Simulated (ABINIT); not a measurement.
Band structure of V (Im-3m, 1 atom in the cell).

```xyz
1
Lattice="-1.4912 1.4912 1.4912 1.4912 -1.4912 1.4912 1.4912 1.4912 -1.4912" Properties=species:S:1:pos:R:3 pbc="T T T"
V      0.0000     0.0000     0.0000
```

Computed with PBE, norm-conserving pseudopotentials (PseudoDojo nc-sr-05 PBE standard) (plane waves; ABINIT 10.0.3).

Settings: pseudos = [V.upf]; ecut = 42 Ha; occopt = 7; tsmear = 0.272 eV; ngkpt = 12 12 12; nshiftk = 1; shiftk = 0 0 0; potentials = PseudoDojo nc-sr-05 PBE standard; kptopt = 1; nstep = 50; tolvrs1 = 1e-12; ndtset = 2; getden2 = 1.

The starting cell comes from a database of computed structures (which also holds hypothetical and non-ambient phases and stackings), without a prior relaxation at this level. Its lattice was rescaled by a random factor within 2.5 % of one. Spin polarisation is off.

Levels in eV from the Fermi level, bands 3 to 10:
| point | 3 | 4 | 5 | 6 | 7 | 8 | 9 | 10 |
|---|---|---|---|---|---|---|---|---|
| Γ | -36.99 | -36.99 | -6.67 | 0.40 | 0.40 | 0.40 | 2.46 | 2.46 |
| H | -37.64 | -37.64 | -3.10 | -3.10 | 3.80 | 3.80 | 3.80 | 10.32 |
| N | -37.29 | -37.00 | -3.26 | -1.18 | 1.65 | 2.46 | 2.83 | 4.21 |
| P | -37.46 | -37.46 | -1.16 | -1.16 | -1.16 | 2.90 | 2.90 | 10.54 |

Bands cross the Fermi level along this path, so the cell is metallic at this level.
